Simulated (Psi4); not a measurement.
Psi4 1.11, B3LYP/def2-svp: Mo(NMe2)(H)5 (C[N](C)[MoH5]), 15 atoms. The geometry is a generated start, not checked to be a minimum at this level.

| Item | Value |
|---|---|
| task | energy |
| method | b3lyp |
| basis | def2-svp |
| memory | 3 GB |
| maxiter | 100 |
| keys of the molecule block | symmetry c1 |
| scf_type | df (default) |
| guess | auto, which took SAD (default) |
| scf_initial_accelerator | adiis (default) |
| e_convergence | 1e-06 (default) |
| d_convergence | 1e-06 (default) |
| dft_radial_points | 75 (default) |
| dft_spherical_points | 302 (default) |
| effective core potentials | those of the basis set, past Kr |
| basis functions | 128 |
| grid points | 320377 |

```xyz
15

Mo    -0.5575    -0.1137    -1.2828
N     -0.0108     0.2169     0.4807
C     -0.1070     0.9488     1.7046
C      1.0267    -0.7614     0.4444
H     -0.3177     0.2720     2.5445
H      0.8404     1.4658     1.9170
H     -0.9036     1.6841     1.6350
H      2.0300    -0.3182     0.5866
H      0.8717    -1.5703     1.1805
H      0.9711    -1.2088    -0.6128
H     -1.6700     1.0224    -0.8578
H     -1.4150    -1.4975    -0.8263
H     -1.4653     0.1580    -2.6232
H      0.0128    -1.1505    -2.4097
H      0.6941     0.8525    -1.8809
```

Charge 0 and multiplicity 1 are set for this test and not shown to be the ground state.

One run each on 2 threads. Values of diis_max_vecs tried: 3, 6, 10 (default), 20.

Problem. Which value of diis_max_vecs needs the fewest SCF iterations, and what happens away from it?

Solution. Fewest SCF iterations, within one of each other: 6 with 11, 10 (default) with 12, 20 with 12. The count rises to 25 at 3. All converge to one solution.

```
diis_max_vecs  SCF iterations            end
-------------  --------------  -------------
3                          25  same solution
6                          11  same solution
10 (default)               12  same solution
20                         12  same solution
```
